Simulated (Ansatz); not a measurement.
**Convergence study of the k-point mesh at a smearing width of 0.02 eV for HfC (I4mm, 2 atoms in the cell)**

```
CELL_PARAMETERS angstrom
      0.00000     2.33160     2.33160
      2.33160     0.00000     2.33160
      2.33160     2.33160     0.00000
ATOMIC_POSITIONS crystal
  Hf 0.01072 0.01072 0.98928
  C  0.50000 0.50000 0.50000
```

Method of the run: LDA (PW92), PAW files made with PBE (plane waves; Ansatz, a quantum-chemistry and plane-wave program).

Base settings: basis.ecutwfc = 420 eV; kpoints.mp_grid.grid = 12 12 12; hamiltonian.xc = lda; hamiltonian.pseudopotentials = {kind: paw} (the program's default PAW files); scf.occupations.method = fermi_dirac; scf.occupations.width = 0.1 eV.

In this ladder: scf.occupations.width = 0.02 eV.

Only quantities that move along the ladder and can be compared are tabulated.

The count of work is k-points × plane waves × bands × iterations; it is no time. 

The starting cell has typed, rounded lattice constants, without a prior relaxation at this level. Its lattice was rescaled by up to half a per cent. One atom was moved a little off its site on purpose. In the base run, with a pressure of about -13 GPa the cell is away from its equilibrium volume at this level. Ansatz's pressure includes its estimate of the finite-basis (Pulay) stress.

Steps (kpoints.mp_grid.grid): 4 4 4; 5 5 5; 6 6 6; 8 8 8; 9 9 9; 11 11 11; 13 13 13; 16 16 16; 24 24 24; 29 29 29.

### Question
What is the coarsest kpoints.mp_grid.grid that holds the forces within 0.01 eV/Å?

### Answer
Not settled: the last two steps still differ by 0.011 eV/Å, over half the tolerance, so the ladder does not show it.

### Question
What is the coarsest kpoints.mp_grid.grid that holds the pressure within 0.2 GPa of the last step, with all finer ones?

### Answer
6 6 6, at 0.017 of the last step's count of work; the step before is off by 0.44 GPa.

### Question
What is the coarsest kpoints.mp_grid.grid that holds the free energy within 1 meV/atom of the last step, with all finer ones?

### Answer
11 11 11, at 0.070 of the last step's count of work; the step before is off by 2.3 meV/atom.

| kpoints.mp_grid.grid | free energy less the last step's (meV/atom) | pressure (GPa) | largest difference of a force vector from the last step's (eV/Å) | count of work / last |
|---|---|---|---|---|
| 4 4 4 | 32.69 | -14.59 | 0.076 | 0.0072 |
| 5 5 5 | 21.88 | -13.01 | 0.230 | 0.010 |
| 6 6 6 | 6.11 | -13.50 | 0.044 | 0.017 |
| 8 8 8 | 2.76 | -13.47 | 0.015 | 0.033 |
| 9 9 9 | 2.29 | -13.43 | 0.021 | 0.036 |
| 11 11 11 | 0.84 | -13.39 | 0.015 | 0.070 |
| 13 13 13 | 0.01 | -13.46 | 0.013 | 0.11 |
| 16 16 16 | 0.55 | -13.44 | 0.017 | 0.19 |
| 24 24 24 | 0.07 | -13.46 | 0.011 | 0.59 |
| 29 29 29 | 0.00 | -13.45 | 0.000 | 1.0 |

Keys are those of Ansatz 0.2.
